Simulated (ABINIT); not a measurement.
One base run on MgZrTiPb2O6 (P1, 11 atoms in the cell) and variants with one or two settings moved

```
MgZrTi(PbO3)2
1.0
    5.41919     0.00000     0.00000
    0.00000     5.42926     0.00000
    0.00000     0.00000     6.44465
Mg Zr Ti Pb O
1 1 1 2 6
Direct
  0.00301   0.99658   0.68349
  0.49868   0.00416   0.45382
  0.00292   0.50829   0.48038
  0.00234   0.00309   0.14230
  0.50133   0.49156   0.82305
  0.24472   0.25806   0.59166
  0.75084   0.74059   0.59105
  0.74746   0.25658   0.59438
  0.25303   0.74255   0.59539
  0.99815   0.49802   0.20991
  0.49752   0.00053   0.15968
```

Base run A: PBEsol, PAW (JTH v2.0 PBE PAW, files made for PBE) (ABINIT), self-consistent single point.

Its settings: ecut = 30 Ha; pawecutdg = 60 Ha; pawxcdev = 0; ixc = -116133; occopt = 3; tsmear = 0.00367493 Ha; ngkpt = 3 3 2; nshiftk = 1; shiftk = 0 0 0; potentials = JTH v2.0 PBE PAW; nband = 61; kptopt = 1; nstep = 80; tolvrs = 1e-10.

The starting cell comes from a database of computed structures (which also holds hypothetical and non-ambient phases and stackings), without a prior relaxation at this level. Its atoms were displaced at random from the sites of space group no. 25. Spin-orbit coupling is off. The potentials were made for another functional than the one used. In the base run, with a pressure of about -4 GPa the cell is away from its equilibrium volume at this level.

ΔF is the free energy per atom less that of run A. A dash stands where there is no value to compare (another energy zero or no entropy term, no result, no spin, no clean gap, or a mesh too coarse for one). Total energies depend on the potentials, the functional and any Hubbard or dispersion term, so they are compared only between runs that share all of them.

Runs:
- B: ecut: 30 Ha → 15 Ha; pawecutdg: 60 Ha → 30 Ha
- C: pseudos: [Mg.GGA_PBE-JTH.xml, Zr.GGA_PBE-JTH.xml, Ti.GGA_PBE-JTH.xml, Pb.GGA_PBE-JTH.xml, O.GGA_PBE-JTH.xml] → [Mg.LDA_PW-JTH.xml, Zr.LDA_PW-JTH.xml, Ti.LDA_PW-JTH.xml, Pb.LDA_PW-JTH.xml, O.LDA_PW-JTH.xml]; ixc: -116133 → 7; potentials: JTH v2.0 PBE PAW → JTH v2.0 LDA PAW [LDA (PW92)]
- D: usepawu: default → 1; lpawu: default → -1 2 -1 -1 -1; upawu: default → 0 2 0 0 0 eV; jpawu: default → 0 0 0 0 0 eV [PBEsol+U]
- E: ecutsm: default → 0.1 Ha
- F: wfoptalg: default → 0

| run | ΔF (meV/atom) | pressure (GPa) | largest force (eV/Å) | gap on the mesh (eV) |
|---|---|---|---|---|
| A | 0.00 | -3.77 | 0.534 | 0.652 |
| B | 158.0 | -11.16 | 0.533 | 0.653 |
| C | – | -7.07 | 0.839 | 0.608 |
| D | – | -3.26 | 0.780 | 0.674 |
| E | 0.07 | -3.50 | 0.534 | 0.652 |
| F | 0.00 | -3.77 | 0.534 | 0.652 |

Run B against A: The free energy rises by 158 meV/atom, the pressure goes from -3.77 to -11.16 GPa, the largest force moves little (0.534 to 0.533 eV/Å) and the gap on the mesh hardly changes (0.652 to 0.653 eV).

Run F against A: The free energy is nearly the same (within 1 meV/atom), the pressure stays at -3.77 GPa, the largest force stays at 0.534 eV/Å and the gap on the mesh stays at 0.652 eV.

Run C against A: The pressure goes from -3.77 to -7.07 GPa, the largest force goes from 0.534 to 0.839 eV/Å and the gap on the mesh goes from 0.652 to 0.608 eV.
